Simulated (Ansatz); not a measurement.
Consider KBr in the rock salt structure (space group Fm-3m, No. 225; a = 6.705 Å).

Calculations: plane-wave PAW DFT at the PBE level (Ansatz, a first-principles code, 420 eV), without spin-orbit coupling.

Base values:

```
Item                              Value
-----------------------------  --------
Volume per atom                37.68 Å³
Width of the top valence band   0.49 eV
```

Now apply this change: hydrostatic tension (pressure −1 GPa).

Question: What does the calculation give for the volume per atom after the change?

Answer: The volume per atom grows by 3.625 Å³ to 41.31 Å³.

Question: How does this affect the mean gap deformation potential ΔEg/Δln V?

Answer: The mean gap deformation potential ΔEg/Δln V comes out as -2.4 eV.

Question: How does this affect the width of the top valence band?

Answer: The width of the top valence band drops by 0.08 eV to 0.41 eV.

Load acts through the strain it causes; cell and atoms are relaxed under it. Stability against distortions was not tested.
